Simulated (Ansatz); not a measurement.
The reference is KTaO3 in the cubic perovskite structure (space group Pm-3m, No. 221; a = 4.024 Å).

Computed with PBE (Ansatz, a quantum-chemistry and plane-wave program; PAW; 420 eV plane waves; no SOC).

For the base:

```
Property           Result
---------------  --------
Band gap          2.16 eV
Volume per atom  13.04 Å³
```

The change: a hydrostatic pressure of 15 GPa.

Q: How does this affect the band gap?

A: The band gap goes up by 0.154 eV (2.16 eV → 2.32 eV).

Q: Predict the new volume per atom.

A: The volume per atom drops by 0.862 Å³ (13.04 Å³ → 12.17 Å³).

Spin-orbit coupling, missing from the scalar runs, can matter with Ta. Load acts through the strain it causes; cell and atoms are relaxed under it. Whether these cells are dynamically stable was not tested. No other phases were tried under pressure.
